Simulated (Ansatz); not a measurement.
IrPdN2 (model structure, started from the PtCoO2 type, R-3m, No. 166, 4 atoms in the cell) was calculated with LDA in Ansatz (plane waves, PAW).

Numerical settings: plane-wave cutoff 520 eV, 22×22×22 k mesh, Fermi–Dirac smearing 0.05 eV, no spin polarisation, scalar-relativistic PAW data made under PBE.

Cell (relaxed at this level):

IrPdN2 is modelled in the trigonal space group R-3m, hexagonal axes (No. 166), Pearson symbol hR4. Cell: a = 2.984 Å, b = 2.984 Å, c = 17.992 Å, α = 90.00°, β = 90.00°, γ = 120.00°. Ir on 3b has 6 N at 2.017 Å (octahedral). Pd on 3a sees 2 N at 1.949 Å (linear). N on 6c is coordinated by 1 Pd at 1.949 Å and 3 Ir at 2.017 Å. (Neighbours: up to the widest gap in distance over summed covalent radii, below 1.35, at either atom; cation-cation and far metal-metal contacts left out.)
(The calculation used a cell of 4 atoms; values per cell refer to that cell.)

Question: What does this level give for the bulk modulus B0?

Answer: 
- bulk modulus B0 = 224 GPa

Note: the run has no spin polarisation, so it can have missed a magnetic state; the bulk modulus is −V dP/dV from two relaxed cells at ±2 % in volume; the relaxation could raise the start's symmetry but not lower it, so the cell can be a saddle point.

Spin–orbit coupling is not included; it can open a gap where bands touch, and shift volumes and moduli.

Computed values are for the static lattice.

Computing time: roughly 7 core-minutes.

A model structure was made by putting elements into a prototype or built by hand; it is no filed structure, need not be a known phase, and can be a saddle point held by its symmetry.

Ansatz is a quantum-chemistry and plane-wave program.
